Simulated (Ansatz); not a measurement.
Be: element substitutions

Base system: Be in the hcp (Mg type) structure (space group P6_3/mmc, No. 194; a = 2.257 Å, c = 3.553 Å).

Each row replaces one element on all its sites; cell and atoms are relaxed.

The values are results of Ansatz (an electronic-structure program) PBEsol, without spin-orbit coupling, not measurements.

Candidates:
(a) Be → Al
(b) Be → Ba
(c) Be → Zn
(d) Be → Lu

For the base:

The shortest interatomic distance is 2.203 Å.

Order them by shortest interatomic distance, lowest first.

(c) Be → Zn (2.636 Å), (a) Be → Al (2.827 Å), (d) Be → Lu (3.333 Å), (b) Be → Ba (4.341 Å)

No phonon test of stability was made. As relaxed here, Ba is a hypothetical phase, not in the database extracts checked. For Al in this form, whether it has been made was not checked. This is not the structure that Al has at room temperature and ambient pressure.
